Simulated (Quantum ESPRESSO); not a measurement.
Worked example: self-consistent single point of Hf5Sc (P-62m, 6 atoms in the cell) in Quantum ESPRESSO.

Method of the run: LDA (PZ), GBRV 1.5 ultrasoft (LDA) pseudopotentials (plane waves; Quantum ESPRESSO 7.5).

```
CELL_PARAMETERS angstrom
      5.56147     0.00000     0.00000
     -2.78073     4.81637     0.00000
      0.00000     0.00000     5.02450
ATOMIC_POSITIONS crystal
  Hf 0.66053 0.00000 0.00000
  Hf 0.33947 0.33947 0.00000
  Hf 0.00000 0.66053 0.00000
  Hf 0.33333 0.66667 0.50000
  Hf 0.66667 0.33333 0.50000
  Sc 0.00000 0.00000 0.50000
```

Reference input (self-consistent single point, DFT, PBEsol, plane waves, SSSP 1.1.2 efficiency (PBE) pseudopotentials): ecutwfc = 60 Ry; occupations = smearing; smearing = gauss; degauss = 0.0073499 Ry; input_dft = pbesol; potentials = {Hf: Hf-sp.oncvpsp.upf, Sc: Sc_ONCV_PBE-1.0.oncvpsp.upf}; K_POINTS = automatic 5 5 5 0 0 0; conv_thr = 1e-11 Ry. This run's input differs from it in these lines:

```diff
@@ -15,3 +15,4 @@
   ntyp = 2
-  ecutwfc = 60
+  ecutwfc = 50
+  ecutrho = 400
   occupations = 'smearing'
@@ -19,3 +20,2 @@
   degauss = 0.0073499
-  input_dft = 'pbesol'
 /
@@ -25,4 +25,4 @@
 ATOMIC_SPECIES
-Hf   178.4900  Hf-sp.oncvpsp.upf
-Sc    44.9559  Sc_ONCV_PBE-1.0.oncvpsp.upf
+Hf   178.4900  hf_lda_v1.uspp.F.UPF
+Sc    44.9559  sc_lda_v1.uspp.F.UPF
 ATOMIC_POSITIONS crystal
```

Output, abridged:

```
     Self-consistent Calculation

     iteration #  1     ecut=    50.00 Ry     beta= 0.70

---- Real-time Memory Report at c_bands before calling an iterative solver
           809 MiB given to the printing process from OS
           144 MiB allocation reported by mallinfo(arena+hblkhd)
------------------

     negative rho (up, down):  5.386E-01 0.000E+00

     total energy              =    -884.37396296 Ry
     estimated scf accuracy    <      11.64280289 Ry

     iteration #  2     ecut=    50.00 Ry     beta= 0.70

---- Real-time Memory Report at c_bands before calling an iterative solver
   [... lines left out ...]
           907 MiB given to the printing process from OS
           176 MiB allocation reported by mallinfo(arena+hblkhd)
------------------

     negative rho (up, down):  5.651E-01 0.000E+00

     total energy              =    -887.19943115 Ry
     estimated scf accuracy    <          2.5E-11 Ry

     iteration # 30     ecut=    50.00 Ry     beta= 0.70

---- Real-time Memory Report at c_bands before calling an iterative solver
           907 MiB given to the printing process from OS
           176 MiB allocation reported by mallinfo(arena+hblkhd)
------------------

     negative rho (up, down):  5.651E-01 0.000E+00
     End of self-consistent calculation

     the Fermi energy is    13.5426 ev

!    total energy              =    -887.19943115 Ry
     estimated scf accuracy    <          3.0E-13 Ry
     smearing contrib. (-TS)   =      -0.00182173 Ry
     internal energy E=F+TS    =    -887.19760942 Ry

     convergence has been achieved in  30 iterations

     negative rho (up, down):  5.651E-01 0.000E+00

     Forces acting on atoms (cartesian axes, Ry/au):

     atom    1 type  1   force =    -0.00214724    0.00000000   -0.00000000
     atom    2 type  1   force =     0.00107362    0.00185956    0.00000000
     atom    3 type  1   force =     0.00107362   -0.00185956    0.00000000
     atom    4 type  1   force =     0.00000000   -0.00000000    0.00000000
     atom    5 type  1   force =     0.00000000   -0.00000000   -0.00000000
   [... lines left out ...]
     Total force =     0.003719     Total SCF correction =     0.000001
   [... lines left out ...]

     negative rho (up, down):  5.651E-01 0.000E+00
          total   stress  (Ry/bohr**3)                   (kbar)     P=      -65.08
  -0.00044969   0.00000000  -0.00000000          -66.15        0.00       -0.00
   0.00000000  -0.00044969   0.00000000            0.00      -66.15        0.00
   0.00000000   0.00000000  -0.00042790            0.00        0.00      -62.95

   JOB DONE.
```

The run converged in 30 iterations. Against the reference run the pressure goes from -2.54 to -6.51 GPa and the largest force goes from 0.013 to 0.055 eV/Å. The full log also holds: “c_bands:  1 eigenvalues not converged”.

The starting cell comes from a database of computed structures (which also holds hypothetical and non-ambient phases and stackings), without a prior relaxation at this level. Spin-orbit coupling is off. With a pressure of about -7 GPa the cell is away from its equilibrium volume at this level.

Cost on one core of a shared machine: roughly 3 min.
